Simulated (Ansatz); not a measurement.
Base system: GaSb in the zinc blende structure (space group F-43m, No. 216).

```xyz
2
Lattice="0.0000 3.0662 3.0662 3.0662 0.0000 3.0662 3.0662 3.0662 0.0000" Properties=species:S:1:pos:R:3 pbc="T T T"
Ga     0.0000     0.0000     0.0000
Sb     1.5331     1.5331     1.5331
```

All numbers come from r2SCAN (Ansatz, a quantum-chemistry and plane-wave program, PAW, no SOC).

For the base:

Hole mass: 0.023, 0.26, 0.26 mₑ (at Γ)
Band gap: 0.41 eV
Gap character: direct at Γ

One thing is altered: a hydrostatic pressure of 15 GPa.

**Question.** Estimate the effect on the hole mass.

**Answer.** The hole mass (degenerate bands, along [100]) becomes 0.081, 0.20, 0.20 mₑ (at Γ) (base: 0.023, 0.26, 0.26 mₑ (at Γ)).

**Question.** How does this affect the band gap?

**Answer.** The band gap increases by 0.38 eV to 0.79 eV.

**Question.** Predict the new gap character.

**Answer.** The gap character changes from direct at Γ to indirect, Γ → Γ–X (79 % along).

Spin-orbit coupling, missing from the scalar runs, can matter with Sb. Load acts through the strain it causes; cell and atoms are relaxed under it. Effective masses come from finite differences of ±0.01 Å⁻¹. Whether these cells are dynamically stable was not tested. Tetrahedral semiconductors of this kind turn to denser phases somewhere between about 1 and 50 GPa; those were not computed, so compressed cells here can lie past the real transition.
